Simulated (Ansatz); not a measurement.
The parent structure is C in the diamond structure (space group Fd-3m, No. 227; a = 3.5603 Å). Axes: x, y, z lie along the cube axes.

Level of theory: r2SCAN (Ansatz, a program for electronic structure, PAW, scalar-relativistic without spin-orbit coupling).

Strains are applied to the cell and any free atomic positions relax; under biaxial strain the out-of-plane vector relaxes too.

One change was made to it. Results:

```
quantity                base    after
-------------------  -------  -------
smallest direct gap  5.90 eV  5.63 eV
volume per atom      5.64 Å³  5.82 Å³
band gap             4.36 eV  4.27 eV
```

**Question.** Name the change that was made.
A) biaxial strain +0.42 %, plane normal [111], relaxed out of plane
B) biaxial strain +1.67 %, plane normal [111], relaxed out of plane
C) biaxial strain +2.08 %, plane normal [111], relaxed out of plane

**Answer.** B, biaxial strain +1.67 %, plane normal [111], relaxed out of plane. For comparison, the smallest direct gap in the other runs: biaxial strain +2.08 %, plane normal [111], relaxed out of plane gives 5.57 eV; biaxial strain +0.42 %, plane normal [111], relaxed out of plane gives 5.82 eV.

No phonon test of stability was made.
